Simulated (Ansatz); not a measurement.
Terminations of the (111) surface of fcc Ni, ferromagnetic, measured from the surface 'clean 1x1'. Atoms come from or go to: Al: fcc Al, Au: fcc Au, Ga: alpha gallium, Ge: germanium, Mn: fcc-type Mn, layered antiferromagnet, Ni: fcc Ni, ferromagnetic, Os: hcp Os, Pt: fcc Pt, Ru: hcp Ru, Si: silicon. ΔE is the energy of forming the row's surface from that one (negative: more stable at these reservoirs); the vacuum level's shift is aligned on the shared bottom. No zero-point or thermal terms. These are constructed structures in small cells; real faces may alloy, dewet or reconstruct in larger ones, and not all known structures of the face are among them. Slabs of about 10 Å with all that they carry, Fermi-Dirac smearing of 0.1 eV. Bottom of the slabs: a bare face, its two planes held. Relaxed from the named starts with such symmetry as they have, on meshes of like density; energies extrapolated to zero smearing; no spin-orbit coupling, no U. Spin-polarised runs, if any, are marked in brackets, and their order is one that fits the cell; the others ran without spin. Where a second, spin-polarised start was run, the lower counts. A dash marks a value that is undefined for that row (no clear gap, or no work function of a gapped slab) or was not read reliably on its mesh.

These are PBE (plane waves to 420 eV, PAW; Ansatz, a first-principles code) values and carry that method's errors.

```json
[
 {"surface": "a pseudomorphic layer of Ge in the other hollow [spin, 3.4 μB a cell]", "atoms added per 1x1": "+1 Ge", "ΔE per 1x1 (eV)": "0.20", "shift of the vacuum level (eV)": "-1.07", "work function (eV)": "3.99"},
 {"surface": "(√3x√3)R30° surface alloy, Mn on one Ni site of the top plane [spin, 14.3 μB a cell]", "atoms added per 1x1": "+0.333 Mn, -0.333 Ni", "ΔE per 1x1 (eV)": "(withheld)", "shift of the vacuum level (eV)": "-0.19", "work function (eV)": "4.88"},
 {"surface": "a layer of Os in place of the second plane [spin, 2.0 μB a cell]", "atoms added per 1x1": "-1 Ni, +1 Os", "ΔE per 1x1 (eV)": "(withheld)", "shift of the vacuum level (eV)": "0.06", "work function (eV)": "5.12"},
 {"surface": "a layer of Mn in place of the second plane [spin, 4.5 μB a cell]", "atoms added per 1x1": "+1 Mn, -1 Ni", "ΔE per 1x1 (eV)": "(withheld)", "shift of the vacuum level (eV)": "-0.18", "work function (eV)": "4.87"},
 {"surface": "(√3x√3)R30° surface alloy, Si on one Ni site of the top plane [spin, 9.2 μB a cell]", "atoms added per 1x1": "-0.333 Ni, +0.333 Si", "ΔE per 1x1 (eV)": "-0.65", "shift of the vacuum level (eV)": "-0.06", "work function (eV)": "5.00"},
 {"surface": "a pseudomorphic layer of Al in the other hollow [spin, 3.3 μB a cell]", "atoms added per 1x1": "+1 Al", "ΔE per 1x1 (eV)": "-0.40", "shift of the vacuum level (eV)": "-0.95", "work function (eV)": "4.11"},
 {"surface": "(√3x√3)R30° surface alloy, Pt on one Ni site of the top plane [spin, 11.3 μB a cell]", "atoms added per 1x1": "-0.333 Ni, +0.333 Pt", "ΔE per 1x1 (eV)": "-0.18", "shift of the vacuum level (eV)": "0.25", "work function (eV)": "5.31"},
 {"surface": "a pseudomorphic layer of Ru in the host's stacking [spin, 3.5 μB a cell]", "atoms added per 1x1": "+1 Ru", "ΔE per 1x1 (eV)": "0.67", "shift of the vacuum level (eV)": "0.23", "work function (eV)": "5.30"},
 {"surface": "a layer of Au in place of the second plane [spin, 3.1 μB a cell]", "atoms added per 1x1": "+1 Au, -1 Ni", "ΔE per 1x1 (eV)": "(withheld)", "shift of the vacuum level (eV)": "0.29", "work function (eV)": "5.35"},
 {"surface": "a pseudomorphic layer of Au in the host's stacking [spin, 3.9 μB a cell]", "atoms added per 1x1": "+1 Au", "ΔE per 1x1 (eV)": "0.68", "shift of the vacuum level (eV)": "-0.05", "work function (eV)": "5.01"},
 {"surface": "a layer of Mn in place of the third plane [spin, 3.5 μB a cell]", "atoms added per 1x1": "+1 Mn, -1 Ni", "ΔE per 1x1 (eV)": "0.17", "shift of the vacuum level (eV)": "0.05", "work function (eV)": "5.10"},
 {"surface": "(√3x√3)R30° layer of Ga, one a cell, on the site that continues the host's stacking [spin, 10.8 μB a cell]", "atoms added per 1x1": "+0.333 Ga", "ΔE per 1x1 (eV)": "-0.24", "shift of the vacuum level (eV)": "-0.77", "work function (eV)": "4.30"}
]
```

Task: Complete the blanks.

Result: 
- (√3x√3)R30° surface alloy, Mn on one Ni site of the top plane [spin, 14.3 μB a cell], ΔE per 1x1 (eV): -0.09
- a layer of Os in place of the second plane [spin, 2.0 μB a cell], ΔE per 1x1 (eV): 0.94
- a layer of Mn in place of the second plane [spin, 4.5 μB a cell], ΔE per 1x1 (eV): 0.07
- a layer of Au in place of the second plane [spin, 3.1 μB a cell], ΔE per 1x1 (eV): 1.49
